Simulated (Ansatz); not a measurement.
**WSi2: isotropic strain −0.50 %**

Take WSi2 (space group I4/mmm, No. 139; a = 3.229 Å, c = 7.870 Å; relaxed with 0.1 eV smearing) as the base.

Modification: every lattice vector is shortened by 0.50 %, atoms relaxed at fixed cell.

The values are results of PBE/PAW in Ansatz (a first-principles code), no spin-orbit coupling, not measurements. Settings: 25×25×25 k-points, 0.1 eV Fermi–Dirac smearing.

- Volume per atom = 13.47 Å³ (base 13.67 Å³)
- Space group = I4/mmm (No. 139) (base I4/mmm (No. 139))
- Shortest interatomic distance = 2.595 Å (base 2.605 Å)
- Energy relative to the base (free energy F) = +2.1 meV/atom
- Band gap = zero (base zero)

Stability against distortions was not tested. All final runs are without spin polarisation.
